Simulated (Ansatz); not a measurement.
The reference is TiO$_{2}$ in the anatase structure (space group I4_1/amd, No. 141; a = 3.770 Å, c = 9.552 Å).

Levels (all Ansatz, a first-principles code, PAW): PBEsol (420 eV, scalar-relativistic without spin-orbit coupling); r2SCAN (500 eV, spin-orbit coupling left out); HSE06 (420 eV, spin-orbit coupling left out).

At the geometry relaxed with PBEsol, these levels gave the following band gaps, in shuffled order: (a) 3.65 eV, (b) 2.11 eV, (c) 2.54 eV.

Q: Match each gap to its level.

A: (a) HSE06; (b) PBEsol; (c) r2SCAN.

Single points use the geometry relaxed with PBEsol. The hybrid gap comes from the SCF mesh plus the semilocal run's edge points and a few special points and is an upper bound. Stability against distortions was not tested. The base started in C2/c and relaxed to I4_1/amd at this level. The final runs are not spin-polarised.
